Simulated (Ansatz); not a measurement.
The reference is TiO$_{2}$ in the rutile structure (space group P4_2/mnm, No. 136; a = 4.591 Å, c = 2.939 Å). Axes: x, y, z lie along a, b, c of the conventional cell.

Level of theory: Ansatz (a program for electronic structure), PBEsol, PAW, cutoff 420 eV, no SOC.

Before the change:

The pressure is 0.00 GPa.

The change: biaxial strain +1.80 %, plane normal [001], relaxed out of plane (Cartesian); in-plane vectors clamped, the third vector and the atoms free.

Q: What happens to the ratio −ε⊥/ε∥ and pressure?

A: The ratio −ε⊥/ε∥ is 0.59; the pressure (mean of the normal stresses, compression positive) goes from zero to -4.10 GPa.

No phonon test of stability was made. All final runs are without spin polarisation.
